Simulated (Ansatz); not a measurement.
Defect: interstitial Be in zinc-blende AlP, charge state +2. These are PBE, PAW (plane waves to 420 eV; Ansatz, a first-principles code) values and carry that method's errors.

64-site cell at the relaxed PBE lattice, a 2×2×2 k-point mesh shifted by half a step, smearing 0.01 eV, spin-restricted, no finite-size correction. Static, classical nuclei. The charge state is imposed; whether it is stable for some Fermi level was not computed. Sites that were not tried may lie lower.

Barriers: single points on a 3×3×3 k-point mesh shifted by half a step at the bands' geometries.

The step: a direct jump of one Be atom; the atom moves 3.88 Å along (0.00, -0.50, -0.50) of the unit cell; the moving atom starts with neighbours 6 Al at 2.85; 4 P at 2.30 Å and ends with 6 Al at 2.85; 4 P at 2.31 Å.

Predict the migration barrier of this step from PBE, PAW.

105 kJ/mol, the same both ways. At the saddle the moving atom has neighbours Al at 2.28, Al at 2.68, 2 Al at 2.70; P at 2.35, 2 P at 2.36 Å. The check of the saddle point's order was inconclusive, and it lies on a symmetry element of the cell, where a band can be held.
